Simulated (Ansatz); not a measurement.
Consider the following.

End structure of the (33-62) surface of hcp Zn in its 1x1 cell, outermost plane spacing 0.43 Å in the ideal cut:

```
CELL_PARAMETERS angstrom
      4.56999     0.00000     0.00000
      0.00000    15.45265     0.00000
      0.00000     0.00000    26.50000
ATOMIC_POSITIONS crystal
  Zn 0.21514 0.35607 0.31199
  Zn 0.28486 0.85607 0.31199
  Zn 0.58177 0.71890 0.33473
  Zn 0.91823 0.21890 0.33473
  Zn 0.08792 0.02357 0.32296
  Zn 0.41208 0.52357 0.32296
  Zn 0.71399 0.38858 0.35168
  Zn 0.78601 0.88858 0.35168
  Zn 0.08555 0.74906 0.38679
  Zn 0.41445 0.24906 0.38679
  Zn 0.58884 0.08238 0.35626
  Zn 0.91116 0.58238 0.35626
  Zn 0.17678 0.43499 0.40498
  Zn 0.32322 0.93499 0.40498
  Zn 0.59424 0.78413 0.43638
  Zn 0.90576 0.28413 0.43638
  Zn 0.10227 0.11088 0.41329
  Zn 0.39773 0.61088 0.41329
  Zn 0.67135 0.46929 0.44808
  Zn 0.82865 0.96929 0.44808
  Zn 0.09920 0.81052 0.48457
  Zn 0.40080 0.31052 0.48457
  Zn 0.60061 0.13572 0.46380
  Zn 0.89939 0.63572 0.46380
  Zn 0.16257 0.47740 0.50000
  Zn 0.33743 0.97740 0.50000
  Zn 0.60062 0.81908 0.53620
  Zn 0.89938 0.31908 0.53620
  Zn 0.09920 0.14429 0.51543
  Zn 0.40080 0.64429 0.51543
  Zn 0.67135 0.48552 0.55192
  Zn 0.82865 0.98552 0.55192
  Zn 0.10227 0.84393 0.58671
  Zn 0.39773 0.34393 0.58671
  Zn 0.59424 0.17068 0.56362
  Zn 0.90576 0.67068 0.56362
  Zn 0.17679 0.51982 0.59502
  Zn 0.32321 0.01982 0.59502
  Zn 0.58884 0.87243 0.64374
  Zn 0.91116 0.37243 0.64374
  Zn 0.08555 0.20575 0.61321
  Zn 0.41445 0.70575 0.61321
  Zn 0.71399 0.56623 0.64832
  Zn 0.78601 0.06623 0.64832
  Zn 0.08792 0.93124 0.67704
  Zn 0.41208 0.43124 0.67704
  Zn 0.58177 0.23591 0.66527
  Zn 0.91823 0.73591 0.66527
  Zn 0.21514 0.59874 0.68801
  Zn 0.28486 0.09874 0.68801
```

Set-up: 50 atoms, 10.4 Å thick at the start (thin: gaps and levels are the slab's own); mesh 8x3x1; 0.1 eV smearing; dipole correction on; all atoms relaxed; start symmetry kept, larger cells not searched; no spin, no spin-orbit, no U.

Give the work function of the top face at the level Ansatz (a first-principles code) with PBE.

4.21 eV
